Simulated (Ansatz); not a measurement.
# A constructed model of the (100) surface of fcc Cu, a layer of Re in place of the third plane (bottom of the slab: a bare face, its two planes held)

Calculation: PBE (plane waves to 420 eV, PAW; Ansatz, a quantum-chemistry and plane-wave program).

Set-up: 6 atoms, 9.3 Å thick at the start (thin: gaps and levels are the slab's own); mesh 15x15x1; 0.1 eV smearing; dipole correction on; 2 atoms held, the rest relaxed; symmetry of the start imposed; no spin, no spin-orbit, no U. In PBE it is, or lies within 0.01 eV a 1x1 cell of, the lowest of the 2 structures of its composition computed so far; larger cells were not tried.

The work function of the top face is 4.16 eV. The energy released by relaxation is 0.053 eV and the cost comes out as around 3.0 core-minutes (rough).
